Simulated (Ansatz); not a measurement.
System: SrGeO3 (P-62m, No. 189, 15 atoms in the cell; start mp-555731). Method: PBEsol (Ansatz, a quantum-chemistry and plane-wave program, plane waves, PAW).

Run with plane-wave cutoff 520 eV, 6×6×6 k mesh, Fermi–Dirac smearing 0.01 eV, scalar-relativistic PAW data made under PBE.

Cell (relaxed with PBEsol):

```cif
data_Ge3O9Sr3
_chemical_formula_sum 'Sr3 Ge3 O9'
_space_group_name_H-M_alt 'P 1'
_space_group_IT_number 1
_cell_length_a 6.90411
_cell_length_b 6.90411
_cell_length_c 5.72022
_cell_angle_alpha 90.000
_cell_angle_beta 90.000
_cell_angle_gamma 120.000
loop_
_space_group_symop_operation_xyz
  'x, y, z'
loop_
_atom_site_label
_atom_site_type_symbol
_atom_site_fract_x
_atom_site_fract_y
_atom_site_fract_z
_atom_site_occupancy
Sr1 Sr 0.00000 0.33495 0.50000 1
Sr2 Sr 0.33495 0.00000 0.50000 1
Sr3 Sr 0.66505 0.66505 0.50000 1
Ge1 Ge 0.27158 0.27158 0.00000 1
Ge2 Ge 0.00000 0.72842 0.00000 1
Ge3 Ge 0.72842 0.00000 0.00000 1
O1 O 0.75194 0.75194 0.00000 1
O2 O 0.00000 0.24806 0.00000 1
O3 O 0.24806 0.00000 0.00000 1
O4 O 0.36284 0.36284 0.28113 1
O5 O 0.00000 0.63716 0.71887 1
O6 O 0.63716 0.00000 0.28113 1
O7 O 0.36284 0.36284 0.71887 1
O8 O 0.00000 0.63716 0.28113 1
O9 O 0.63716 0.00000 0.71887 1
```

What does this level give for the band gap?


band gap: 3.01 eV

Spin–orbit coupling is not included.

Static lattice: no zero-point or thermal effects.

It cost roughly 110 core-seconds of CPU time.

A start named mp-… is a Materials Project structure, which need not be a measured phase.
